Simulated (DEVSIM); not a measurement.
Structure: Co/SiO2/n-InP capacitor, at 300 K.

Layer 1 from the left is SiO2, thickness (nm) 3.70. Layer 2 from the left is InP, thickness (nm) 1600, Nd (cm⁻³) 3.2e16.

Metal gate on the left, work function 5 eV. Fixed charge at the semiconductor interface 0 cm⁻² (in units of +e); no interface traps.

Constants are typed, rounded textbook-type inputs, not results; the design itself was drawn at random and stands for no fabricated device. Values at 300 K.

SiO2: gap (eV) 9, affinity (eV) 0.9, permittivity 3.9. InP: gap (eV) 1.344, affinity (eV) 4.38, permittivity 12.5, Nc (cm⁻³) 5.7e17, Nv (cm⁻³) 1.1e19.

Q: Estimate by hand the flat-band voltage, the threshold voltage, and compare with a numerical solution.

A: 
- Flat-band voltage: C = 0.933 μF/cm², work-function difference 0.546 V; VFB = φms − qNf/C = 0.55 V; numerical 0.55 V.
- Threshold voltage: φF = 0.559 V, depletion charge √(4εqNφF) = 1.13e-7 C/cm²; VT = VFB − 2φF − Qd/C = -0.69 V; numerical -0.69 V.

DEVSIM, 1D Poisson equation in equilibrium, Boltzmann statistics, complete ionisation; no quantum confinement or tunnelling. Metal contacts follow the ideal Schottky-Mott rule: no Fermi-level pinning, no interface dipoles.
